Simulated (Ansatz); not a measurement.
## What uniaxial strain ε_yy = −1.69 % does to BaPdS2

Consider BaPdS$_{2}$ (space group Cmcm, No. 63; a = 6.694 Å, b = 10.586 Å, c = 5.580 Å; a cell from a computed database, its experimental status unchecked). Axes: x, y, z lie along a, b, c of the conventional cell.

Now apply this change: uniaxial strain ε_yy = −1.69 %, all other strain components held at zero; the atoms relax in the strained cell.

Computed with PBEsol (Ansatz, a quantum-chemistry and plane-wave program), no spin-orbit coupling. Settings: 6×6×6 k-points, 0.05 eV Fermi–Dirac smearing.

* **Volume per atom**: 24.30 Å³ (base 24.72 Å³)
* **Space group**: Cmcm (No. 63) (base Cmcm (No. 63))
* **Energy relative to the base (free energy F)**: +2.1 meV/atom
* **Pressure (mean of the normal stresses, compression positive)**: 0.92 GPa (base 0.00 GPa)
* **Band gap**: 0.19 eV (base 0.18 eV)
* **Gap character**: direct at Γ (base direct at Γ)
* **Width of the top valence band**: 0.96 eV (base 0.97 eV)
* **Electron mass**: 0.63 mₑ along x, 0.80 mₑ along y, 0.33 mₑ along z (at Γ) (base 0.63 mₑ along a, 0.82 mₑ along b, 0.33 mₑ along c (at Γ))
* **Valence-band top at Γ (three highest levels, from the VBM)**: 0.00, -0.48, -0.56 eV (base 0.00, -0.50, -0.61 eV)
* **Stress (xx, yy, zz, yz, xz, xy; compression positive)**: (0.64, 1.67, 0.44, 0.00, 0.00, 0.00) GPa

Final structure:

```
BaPdS2
1.0
    3.34715    -5.20372     0.00000
    3.34715     5.20372     0.00000
    0.00000     0.00000     5.58005
Ba Pd S
2 2 4
Direct
  0.65105   0.34895   0.75000
  0.34895   0.65105   0.25000
  0.00000   0.00000   0.50000
  0.00000   0.00000   0.00000
  0.14297   0.33512   0.75000
  0.85703   0.66488   0.25000
  0.33512   0.14297   0.25000
  0.66488   0.85703   0.75000
```

Masses are band curvatures over ±0.01 Å⁻¹ around the edge. Stability against distortions was not tested. A zero or small gap of BaPdS2 can be the functional's error rather than a property of the material.
